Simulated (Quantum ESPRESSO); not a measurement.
# A series of runs on Zn3CdSe4 (Amm2, 8 atoms in the cell)

Zn$_{3}$CdSe$_{4}$ is modelled in the orthorhombic space group Amm2 (No. 38), Pearson symbol oS16. Conventional cell: a = 4.140 Å, b = 8.287 Å, c = 11.727 Å, α = 90.00°, β = 90.00°, γ = 90.00°. Zn1 on 2a is surrounded by 4 Se at 2.506–2.537 Å (tetrahedral). Zn2 on 4e sees 4 Se at 2.467–2.532 Å (tetrahedral). Cd on 2a is surrounded by 4 Se at 2.627–2.642 Å (tetrahedral). Se1 on 2b is surrounded by 2 Zn at 2.467 Å and 2 Cd at 2.627 Å (tetrahedral). Se2 on 4d has 3 Zn at 2.500–2.506 Å and 1 Cd at 2.642 Å (tetrahedral). Se3 on 2b has 4 Zn at 2.532–2.537 Å (tetrahedral). (Neighbours: up to the widest gap in distance over summed covalent radii, below 1.35, at either atom; cation-cation and far metal-metal contacts left out.)
(The calculation used a cell of 8 atoms; values per cell refer to that cell.)

Base run A: PBEsol, GBRV 1.5 ultrasoft (PBESOL) pseudopotentials in Quantum ESPRESSO, self-consistent single point.

Its settings: ecutwfc = 50 Ry; ecutrho = 250 Ry; occupations = smearing; smearing = gaussian; degauss = 0.00147 Ry; potentials = {Zn: zn_pbesol_v1.uspp.F.UPF, Cd: cd_pbesol_v1.uspp.F.UPF, Se: se_pbesol_v1.uspp.F.UPF}; K_POINTS = automatic 5 3 3 0 0 0; conv_thr = 1e-11 Ry.

The starting cell comes from a database of computed structures (which also holds hypothetical and non-ambient phases and stackings), without a prior relaxation at this level. In the base run, with a pressure of about -3 GPa the cell is away from its equilibrium volume at this level.

ΔF is the free energy per atom less that of run A. 

Run A gave: pressure (GPa) -3.24; largest force (eV/Å) 0.014; gap on the mesh (eV) 0.694; k-points 12.

Runs:
- B: K_POINTS = automatic 2 2 2 0 0 0
- C: K_POINTS = automatic 3 2 2 0 0 0
- D: K_POINTS = automatic 4 3 3 0 0 0

### Question
What does run B change against A?

### Answer
The free energy rises by 131 meV/atom, the pressure goes from -3.24 to -2.26 GPa, the largest force goes from 0.014 to 0.243 eV/Å and the gap on the mesh goes from 0.694 to 0.647 eV.

### Question
What does run C change against A?

### Answer
The free energy rises by 30.9 meV/atom, the pressure goes from -3.24 to -3.07 GPa, the largest force goes from 0.014 to 0.063 eV/Å and the gap on the mesh goes from 0.694 to 0.681 eV.

```json
[
 {"run": "A", "ΔF (meV/atom)": "0.00", "pressure (GPa)": "-3.24", "largest force (eV/Å)": "0.014", "gap on the mesh (eV)": "0.694", "k-points": "12"},
 {"run": "B", "ΔF (meV/atom)": "130.5", "pressure (GPa)": "-2.26", "largest force (eV/Å)": "0.243", "gap on the mesh (eV)": "0.647", "k-points": "6"},
 {"run": "C", "ΔF (meV/atom)": "30.9", "pressure (GPa)": "-3.07", "largest force (eV/Å)": "0.063", "gap on the mesh (eV)": "0.681", "k-points": "6"},
 {"run": "D", "ΔF (meV/atom)": "3.8", "pressure (GPa)": "-3.21", "largest force (eV/Å)": "0.020", "gap on the mesh (eV)": "0.691", "k-points": "12"}
]
```
